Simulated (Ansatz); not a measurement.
Results of PBEsol+SOC in Ansatz (plane waves, PAW) for L1₂ (Cu3Au-type) Pt3Ti.

Settings: plane-wave cutoff 520 eV, 14×14×14 k mesh, Fermi–Dirac smearing 0.05 eV, PAW data made under PBE.

Cell (relaxed at this level):

```xyz
4
Lattice="3.8974 0.0000 0.0000 0.0000 3.8974 0.0000 0.0000 0.0000 3.8974" Properties=species:S:1:pos:R:3 pbc="T T T"
Ti     0.0000     0.0000     0.0000
Pt     0.0000     1.9487     1.9487
Pt     1.9487     0.0000     1.9487
Pt     1.9487     1.9487     0.0000
```

### Question
What does this level give for the bulk modulus B0 and pressure derivative B′ of the bulk modulus?

### Answer

- bulk modulus B0 = 266 GPa
- pressure derivative B′ of the bulk modulus = 5.0

The run finds no gap.

Computed values are for the static lattice.

Ansatz is a first-principles code.
